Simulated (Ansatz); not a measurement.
Consider interstitial Cl in hcp Ru, neutral cell. All values below come from PBE, PAW (plane waves to 420 eV; Ansatz, a program for electronic structure).

Cell of 36 host sites held at the relaxed PBE lattice; a 2×2×2 k-point mesh shifted by half a step along c; Fermi-Dirac width 0.10 eV, spin-restricted; finite-size errors left in. Static, classical nuclei. Sites that were not tried may lie lower. The start lies 0.30 eV above the lowest site run (PBE).

Barriers: single points on a 4×4×4 k-point mesh shifted by half a step along c at the bands' geometries (they differ from the bands' own by up to 0.20 eV, and are uncertain by about as much).

Relaxed starting cell (atoms counted from 1):

```yaml
crystal:
  lattice:
    - [8.16420, 0.00000, 0.00000]
    - [-4.08210, 7.07041, 0.00000]
    - [0.00000, 0.00000, 8.58609]
  atoms:
    - { symbol: Ru, position: [0.08824, 0.24243, 0.14688] }
    - { symbol: Ru, position: [0.10146, 0.22923, 0.60890] }
    - { symbol: Ru, position: [0.11614, 0.55732, 0.12245] }
    - { symbol: Ru, position: [0.10952, 0.55397, 0.62558] }
    - { symbol: Ru, position: [0.08828, 0.84431, 0.14687] }
    - { symbol: Ru, position: [0.10139, 0.87062, 0.60887] }
    - { symbol: Ru, position: [0.48634, 0.24240, 0.14683] }
    - { symbol: Ru, position: [0.46002, 0.22928, 0.60884] }
    - { symbol: Ru, position: [0.44264, 0.55305, 0.12296] }
    - { symbol: Ru, position: [0.44359, 0.55500, 0.62796] }
    - { symbol: Ru, position: [0.44261, 0.88802, 0.12295] }
    - { symbol: Ru, position: [0.44358, 0.88705, 0.62795] }
    - { symbol: Ru, position: [0.77332, 0.21445, 0.12247] }
    - { symbol: Ru, position: [0.77667, 0.22110, 0.62556] }
    - { symbol: Ru, position: [0.77333, 0.55729, 0.12249] }
    - { symbol: Ru, position: [0.77664, 0.55398, 0.62555] }
    - { symbol: Ru, position: [0.77759, 0.88800, 0.12294] }
    - { symbol: Ru, position: [0.77567, 0.88705, 0.62798] }
    - { symbol: Ru, position: [0.22091, 0.10968, 0.37732] }
    - { symbol: Ru, position: [0.22100, 0.10965, 0.80996] }
    - { symbol: Ru, position: [0.22901, 0.45438, 0.37873] }
    - { symbol: Ru, position: [0.21929, 0.44384, 0.87140] }
    - { symbol: Ru, position: [0.22897, 0.77306, 0.37874] }
    - { symbol: Ru, position: [0.21928, 0.77389, 0.87136] }
    - { symbol: Ru, position: [0.55754, 0.10161, 0.37872] }
    - { symbol: Ru, position: [0.55674, 0.11134, 0.87138] }
    - { symbol: Ru, position: [0.55754, 0.45437, 0.37871] }
    - { symbol: Ru, position: [0.55677, 0.44386, 0.87136] }
    - { symbol: Ru, position: [0.55429, 0.77637, 0.37625] }
    - { symbol: Ru, position: [0.55429, 0.77638, 0.87468] }
    - { symbol: Ru, position: [0.87628, 0.10165, 0.37875] }
    - { symbol: Ru, position: [0.88685, 0.11141, 0.87139] }
    - { symbol: Ru, position: [0.88762, 0.44302, 0.37671] }
    - { symbol: Ru, position: [0.88760, 0.44302, 0.87595] }
    - { symbol: Ru, position: [0.87630, 0.77308, 0.37872] }
    - { symbol: Ru, position: [0.88677, 0.77385, 0.87140] }
    - { symbol: Cl, position: [0.22091, 0.10971, 0.04759] }
```

End state 1 differs by these moves (Å; atoms that move under 0.08 Å are left out):

```csv
atom,element,Δx,Δy,Δz
1,Ru,0.23,-0.13,-0.16
2,Ru,0.07,-0.04,0.06
3,Ru,-0.04,-0.06,0.05
4,Ru,0.00,-0.03,-0.09
5,Ru,-0.20,0.20,-0.08
6,Ru,-0.01,0.12,0.11
7,Ru,-0.27,0.07,-0.08
8,Ru,-0.11,-0.05,0.11
11,Ru,0.19,-0.11,0.12
13,Ru,0.03,0.07,0.05
14,Ru,0.03,0.02,-0.09
20,Ru,-0.20,0.11,0.45
21,Ru,-0.02,-0.07,-0.04
23,Ru,-0.08,0.02,-0.01
24,Ru,0.00,-0.20,-0.08
25,Ru,-0.06,0.06,-0.01
26,Ru,0.17,0.10,-0.08
31,Ru,0.05,0.05,-0.04
37,Cl,1.36,-0.78,-0.41
```

Give the forward and backward barriers to end state 1 at the level PBE, PAW.

forward 0.70 eV, backward 0.99 eV; at the saddle point atom 37 has neighbours Ru at 2.03, 2 Ru at 2.04, 2 Ru at 2.49, Ru at 2.51, Ru at 2.56 Å. The saddle point's order was not checked, and it lies on a symmetry element of the cell, where a band can be held.
